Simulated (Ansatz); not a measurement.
## A computed series for Cs2BrCl6F: pressure series

The parent structure is Cs₂BrCl₆F (space group Fm-3m, No. 225; a = 10.1366 Å; a cell from a computed database, its experimental status unchecked).

Cell and atoms are relaxed at each pressure.

Method: Ansatz (a first-principles code) PBEsol, without spin-orbit coupling.

```tsv
P (GPa)	V (Å³/atom)
-2.00	29.948
-1.00	27.361
0.29	25.728
0.69	25.354
1.49	24.714
3.00	23.746
5.00	22.764
7.50	21.815
10.00	21.054
```

Task: Fit a third-order Birch–Murnaghan equation of state.

Result: Least squares on P(V) = (3B₀/2)[(V₀/V)^(7/3) − (V₀/V)^(5/3)]·[1 + (3/4)(B₀′ − 4)((V₀/V)^(2/3) − 1)] gives V₀ = 26.07 Å³/atom, B₀ = 23 GPa and B₀′ = 6.7.

Load acts through the strain it causes; cell and atoms are relaxed under it. Whether these cells are dynamically stable was not tested. Competing high-pressure phases were not computed.
